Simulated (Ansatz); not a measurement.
Reference: InTe (Fm-3m), PBEsol, DFPT electron-phonon coupling, linearised Boltzmann equation (plane waves, PAW, scalar-relativistic; Ansatz, a program for electronic structure); geometry: relaxed with this functional, without spin-orbit coupling.

```yaml
crystal:
  lattice:
    - [0.00000, 3.08155, 3.08155]
    - [3.08155, 0.00000, 3.08155]
    - [3.08155, 3.08155, 0.00000]
  atoms:
    - { symbol: In, position: [0.00000, 0.00000, 0.00000] }
    - { symbol: Te, position: [0.50000, 0.50000, 0.50000] }
```

- resistivity at 300 K: 18.8 μΩ·cm
- mean free path at 300 K: 6.6 nm

Problem. Replace In by La on the same sites and relax. What happens?

Solution. LaTe (Fm-3m): volume per atom 29.3 to 32.6 Å³; resistivity at 300 K rises (18.8 μΩ·cm to 24 μΩ·cm); mean free path at 300 K stays about the same (6.6 nm to 6.3 nm).

Moves up to 11 % count as about the same. Metals; harmonic phonons alone scatter; means over directions. The mean free path is weighted by the current that each state carries. Halving the electron mesh moves these values by up to 8 %; q meshes are mostly untested. Some of the runs warned that the eigensolver left states short of its tolerance. Spin-orbit coupling is left out.

Formula and space group known from diffraction (Crystallography Open Database), not checked to be the room-temperature form: InTe (Fm-3m), LaTe (Fm-3m).
